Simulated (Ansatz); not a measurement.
# Sc in the fcc (Cu type) structure (space group Fm-3m, No. 225)

Space group Fm-3m (No. 225); a = b = c = 4.553 Å, α = β = γ = 90.00°

```json
[
 {"atom": "Sc", "site": "4a", "symmetry": "m-3m", "x": "0.0000", "y": "0.0000", "z": "0.0000"}
]
```
(The calculation used a cell of 1 atom; values per cell refer to that cell.)

Level of theory: Kohn–Sham DFT with the PBEsol functional, run in Ansatz (a program for electronic structure) with PAW and 420 eV plane waves, no spin-orbit coupling. k-mesh 18×18×18 (Γ-centred); smearing 0.05 eV (Fermi–Dirac).

- Volume per atom = 23.59 Å³
- Density = 3.16 g/cm³
- Band gap = zero
- Total energy = -2111.322 eV/atom (σ→0; compares only within this code and set-up)

No phonon test of stability was made. The final runs are not spin-polarised. This is not the structure that Sc has at room temperature and ambient pressure.
